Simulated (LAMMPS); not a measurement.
Pressure dependence of GaAs (zinc blende) at 900 K, from the crystal.

Model: classical MD, pair style bop, file GaAs.bop.table (LAMMPS).

| P (GPa) | state | volume | coordination number of As by Ga |
|---|---|---|---|
| 0 | crystal; no diffusion seen in 15 ps | 23.125 ± 0.003 Å³/atom | 4.00 (counted to 3.46 Å) |
| 2 | crystal; no diffusion seen in 15 ps | 22.529 ± 0.004 Å³/atom | 4.00 (counted to 3.38 Å) |
| 5 | crystal; no diffusion seen in 15 ps | 21.713 ± 0.003 Å³/atom | 4.00 (counted to 3.38 Å) |

Caution: a run this short can hold a crystal over, or a liquid under, the potential's own melting point, which these runs don't give.

Estimate the isothermal bulk modulus at zero pressure. A parabola P(ln V) through the three points gives −dP/d ln V = 75 GPa at zero pressure.

States go by the mean squared displacement: a species diffuses where it passes 1.5 Å², still rises and gives D over 1e-6 cm²/s; a crystal has left its structure where atoms lie 0.35 Å off their sites on average or a cubic box changes its shape by 3 %, or the axial ratios of another lie 8 % off the starting cell's, which the potential's own relaxation can also do.

The ± values are statistical; the model's systematic error is not in them.
